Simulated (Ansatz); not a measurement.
# A computed series for BP: pressure series

The parent structure is BP in the zinc blende structure (space group F-43m, No. 216).

```cif
data_B4P4
_chemical_formula_sum 'B4 P4'
_space_group_name_H-M_alt 'F-43m'
_space_group_IT_number 216
_space_group_name_Hall 'F -4 2 3'
_cell_length_a 4.49052
_cell_length_b 4.49052
_cell_length_c 4.49052
_cell_angle_alpha 90.000
_cell_angle_beta 90.000
_cell_angle_gamma 90.000
loop_
_atom_site_label
_atom_site_type_symbol
_atom_site_symmetry_multiplicity
_atom_site_Wyckoff_symbol
_atom_site_fract_x
_atom_site_fract_y
_atom_site_fract_z
_atom_site_occupancy
B1 B 4 a 0.00000 0.00000 0.00000 1
P1 P 4 d 0.75000 0.75000 0.75000 1
```
(The calculation used a cell of 2 atoms; values per cell refer to that cell.)

Cell and atoms are relaxed at each pressure.

Level of theory: LDA, PAW, 420 eV (Ansatz, an electronic-structure program; spin-orbit coupling left out).

```csv
case,smallest direct gap,band gap,volume per atom
base,3.43 eV,1.14 eV,11.32 Å³
pressure −2 GPa,?,1.16 eV,11.45 Å³
pressure −1 GPa,3.42 eV,1.15 eV,11.38 Å³
pressure 0.9 GPa,3.44 eV,1.14 eV,11.26 Å³
pressure 2.1 GPa,3.45 eV,1.13 eV,11.19 Å³
pressure 4.5 GPa,3.47 eV,1.11 eV,11.04 Å³
pressure 9 GPa,3.51 eV,1.08 eV,10.80 Å³
pressure 15 GPa,3.56 eV,1.05 eV,10.51 Å³
pressure 22.5 GPa,3.63 eV,?,10.19 Å³
pressure 30 GPa,3.70 eV,0.96 eV,9.91 Å³
```

Question: Some entries are withheld; estimate them.

Answer: 
- pressure −2 GPa, smallest direct gap: 3.41 eV
- pressure 22.5 GPa, band gap: 1.00 eV

Load acts through the strain it causes; cell and atoms are relaxed under it. Stability against distortions was not tested. Competing high-pressure phases were not computed.
